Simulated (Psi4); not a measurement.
Psi4 1.11, PBE/def2-svp: Hf(O)2 ([O]=[Hf]=[O]), 3 atoms. The geometry is a generated start, not checked to be a minimum at this level.

```yaml
task: energy
method: pbe
basis: def2-svp
memory: 3 GB
maxiter: 100
keys_of_the_molecule_block: symmetry c1
scf_type: df (default)
guess: auto, which took SAD (default)
scf_initial_accelerator: adiis (default)
e_convergence: 1e-06 (default)
d_convergence: 1e-06 (default)
dft_radial_points: 75 (default)
dft_spherical_points: 302 (default)
effective_core_potentials: those of the basis set, past Kr
basis_functions: 60
grid_points: 65710
```

```xyz
3

Hf     0.3946    -0.3399     0.4014
O      0.9403     0.3886    -1.1344
O     -1.3349    -0.0487     0.7330
```

Charge 0 and multiplicity 1 are set for this test and not shown to be the ground state.

One run each on 2 threads. Values of diis_max_vecs tried: 3, 6, 10 (default), 20.

Question: Which value of diis_max_vecs needs the fewest SCF iterations, and what happens away from it?

Answer: Fewest SCF iterations, within one of each other: 6 with 12, 10 (default) with 12, 20 with 12. The count rises to 25 at 3. All converge to one solution.

```
diis_max_vecs  SCF iterations            end
-------------  --------------  -------------
3                          25  same solution
6                          12  same solution
10 (default)               12  same solution
20                         12  same solution
```
